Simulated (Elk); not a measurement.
Band structure of Sb (Pm-3m, 1 atom in the cell).

```xyz
1
Lattice="3.1515 0.0000 0.0000 0.0000 3.1515 0.0000 0.0000 0.0000 3.1515" Properties=species:S:1:pos:R:3 pbc="T T T"
Sb     0.0000     0.0000     0.0000
```

Method: PBEsol, all-electron FP-LAPW, Elk's shipped species files, default APW+lo basis (Elk).

Settings: xctype = 22; stype = 0; swidth = 0.00999582 Ha; ngridk = 14 14 14; maxscl = 100.

The starting cell comes from a database of computed structures (which also holds hypothetical and non-ambient phases and stackings), without a prior relaxation at this level. Its lattice was rescaled by a random factor within 2.5 % of one. Spin-orbit coupling is off. Values depend on the basis (sphere radii, cutoffs, local orbitals), which need not be converged.

Levels in eV from the Fermi level, bands 4 to 11:
```tsv
point	4	5	6	7	8	9	10	11
Γ	-28.81	-28.81	-11.98	3.21	3.21	3.21	7.13	7.13
X	-28.82	-28.80	-9.72	-5.21	5.07	5.07	9.41	10.61
M	-28.84	-28.74	-7.35	-3.26	-3.26	2.36	6.93	13.47
R	-28.73	-28.73	-4.76	-1.45	-1.45	-1.45	4.99	4.99
```

Bands cross the Fermi level along this path, so the cell is metallic at this level.
